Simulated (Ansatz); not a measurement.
# Several settings converged on Sb (Pm-3m, 1 atom in the cell)

```
CELL_PARAMETERS angstrom
      3.07409     0.00000     0.00000
      0.00000     3.07409     0.00000
      0.00000     0.00000     3.07409
ATOMIC_POSITIONS crystal
  Sb 0.00000 0.00000 0.00000
```

Base method: PBEsol, PAW files made with PBE (plane waves; Ansatz, a first-principles code).

Base settings: basis.ecutwfc = 420 eV; kpoints.mp_grid.grid = 11 11 11; hamiltonian.xc = pbesol; hamiltonian.pseudopotentials = {kind: paw} (the program's default PAW files); scf.occupations.method = gaussian; scf.occupations.width = 0.1 eV.

The count of work is k-points × plane waves × bands × iterations; it is no time. 

**The cutoff for other potential files**

Level: DFT, PBEsol, plane waves, harder PAW files (source: ansatz) made with PBE.

In this ladder: hamiltonian.pseudopotentials = {kind: paw, source: ansatz}.

The second cell is the first with its lattice scaled by 0.98.

The mesh stays at the base's, so the ladder's end is converged at best in this setting alone.

The first pressure column holds Ansatz's estimate of the finite-basis (Pulay) stress, which hides part of the cutoff error; the other is without it.

Only quantities that move along the ladder and can be compared are tabulated.

```tsv
basis.ecutwfc	free energy less the last step's (meV/atom)	energy of the compressed cell less the first (meV/atom)	pressure (GPa)	pressure without the Pulay estimate (GPa)	count of work / last
205 eV	39827.05	148.57	9.90	-1120.98	0.11
255 eV	6024.12	39.81	-0.99	-215.25	0.14
320 eV	472.58	14.36	-0.52	-23.26	0.21
390 eV	20.08	14.54	-0.44	-1.90	0.26
460 eV	0.47	14.61	-0.44	-0.47	0.34
550 eV	0.15	14.61	-0.44	-0.44	0.46
690 eV	0.07	14.61	-0.44	-0.44	0.66
920 eV	0.00	14.61	-0.44	-0.44	1.0
```

Coarsest basis.ecutwfc that holds the free energy within 2 meV/atom of the last step, with all finer ones: 460 eV, at 0.34 of the last step's count of work; the step before is off by 20 meV/atom.

Coarsest basis.ecutwfc that holds the pressure within 0.5 GPa of the last step, with all finer ones: 320 eV, at 0.21 of the last step's count of work; the step before is off by 0.55 GPa.

Coarsest basis.ecutwfc that holds the pressure without the Pulay estimate within 1 GPa of the last step, with all finer ones: 460 eV, at 0.34 of the last step's count of work; the step before is off by 1.5 GPa.

The energy difference between the two cells stays within 1 meV/atom of the last step's from 320 eV on, the total only from 460 eV on: much of the error is common to both cells and cancels.

At the lowest cutoff the pressure without the Pulay estimate lies 1120 GPa under the last step's, the usual sign of Pulay stress in an incomplete plane-wave basis.

**The relaxed cell against the cutoff**

In this ladder: relax = cell and atoms.

The mesh stays at the base's, so the ladder's end is converged at best in this setting alone.

Only quantities that move along the ladder and can be compared are tabulated.

| basis.ecutwfc | relaxed volume (Å³/atom) | relaxation steps |
|---|---|---|
| 210 eV | 30.177 | 41 |
| 250 eV | 29.112 | 8 |
| 295 eV | 28.829 | 6 |
| 355 eV | 28.833 | 4 |
| 420 eV | 28.826 | 4 |
| 505 eV | 28.825 | 4 |
| 630 eV | 28.825 | 4 |
| 840 eV | 28.825 | 4 |

Coarsest basis.ecutwfc that holds the relaxed volume within 0.058 Å³/atom of the last step, with all finer ones: 295 eV; the step before is off by 0.29 Å³/atom.

At the lowest cutoff the cell relaxes to a volume 4.7 % larger than at the highest. Ansatz relaxes on a stress corrected for the finite basis.

On the base run: the starting cell comes from a database of computed structures (which also holds hypothetical and non-ambient phases and stackings), without a prior relaxation at this level. Its lattice was rescaled by up to half a per cent.

Keys are those of Ansatz 0.2.
